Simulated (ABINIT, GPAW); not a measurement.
An ABINIT input for a self-consistent single point of Al (Fm-3m, 1 atom in the cell) (DFT, PBE, plane waves, norm-conserving pseudopotentials (PseudoDojo nc-sr-05 PBE standard)):

```
# Al, PseudoDojo nc-sr-05 PBE standard
pp_dirpath "./"
pseudos "Al.upf"
acell 2.8499571120 2.8499571120 2.8499571120 Angstrom
rprim
        -0.0000000000    0.7071067812    0.7071067812
         0.7071067812   -0.0000000000    0.7071067812
         0.7071067812    0.7071067812   -0.0000000000
natom 1
ntypat 1
znucl 13
typat 1
xcart    0.0000000000    0.0000000000    0.0000000000
ecut 40 Ry
ixc 11
occopt 3
tsmear 0.00367493
nband 7
kptopt 1
ngkpt 10 10 10
nshiftk 1
shiftk 0 0 0
nstep 100
tolvrs 1.0e-12
prtwf 0
prtden 0
enunit 2
```

**Question.** Translate this input to GPAW.

**Answer.** This is the input that was run; spellings and numerical settings could be chosen otherwise.

```python
from ase import Atoms
from ase.units import GPa
from gpaw import GPAW, PW, FermiDirac

atoms = Atoms(['Al'],
              cell=[[0.000000, 2.015224, 2.015224],
                    [2.015224, 0.000000, 2.015224],
                    [2.015224, 2.015224, 0.000000]],
              positions=[[0.000000, 0.000000, 0.000000]],
              pbc=True)

calc = GPAW(mode=PW(600),
            xc='PBE',
            kpts={'size': (10, 10, 10), 'gamma': True},
            occupations=FermiDirac(0.1),
            nbands=-7,
            convergence={'forces': 0.001},
            symmetry={'symmorphic': False, 'tolerance': 0.0005},
            maxiter=120,
            txt='-')

atoms.calc = calc

energy = atoms.get_potential_energy()
print('Energy (eV):', round(energy, 6))
forces = atoms.get_forces()
print('Forces (eV/Ang):')
print(forces.round(5))
stress = atoms.get_stress()
print('Stress (GPa, Voigt):', (stress / GPa).round(4))
```

Basis, cutoffs, solver keys and any potentials are the target program's own. This input uses DFT PBE, plane waves, GPAW PAW datasets PBE (gpaw-data 1.0.1). Both were run: pressure 0.37 GPa in ABINIT and 0.75 in GPAW.

On ABINIT: the starting cell comes from a database of computed structures (which also holds hypothetical and non-ambient phases and stackings), without a prior relaxation at this level. Its lattice was rescaled by a random factor within 2.5 % of one.

On GPAW: the starting cell comes from a database of computed structures (which also holds hypothetical and non-ambient phases and stackings), without a prior relaxation at this level. Its lattice was rescaled by a random factor within 2.5 % of one.
